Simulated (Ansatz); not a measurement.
Fluorite PbF₂ (high-temperature phase), treated with PBE0 (Ansatz, a quantum-chemistry and plane-wave program, plane waves, PAW).

Numerical settings: plane-wave cutoff 500 eV, 6×6×6 k mesh, gaussian smearing 0.02 eV, scalar-relativistic PAW data made under PBE.

The cell is the one relaxed with r²SCAN: a = b = c = 5.921 Å, α = β = γ = 90.00°.

### Question
What does this level give for the band gap?

### Answer

- band gap = 6.48 eV (on the SCF k mesh)

Note: cell and atoms aren't relaxed at this level (pressure 1.0 GPa).

Spin–orbit coupling is not included; with these elements it can move the gap by several tenths of an eV or more.

The computed numbers hold no vibrational or temperature effects.

Cost on a shared machine: roughly 70 core-seconds.
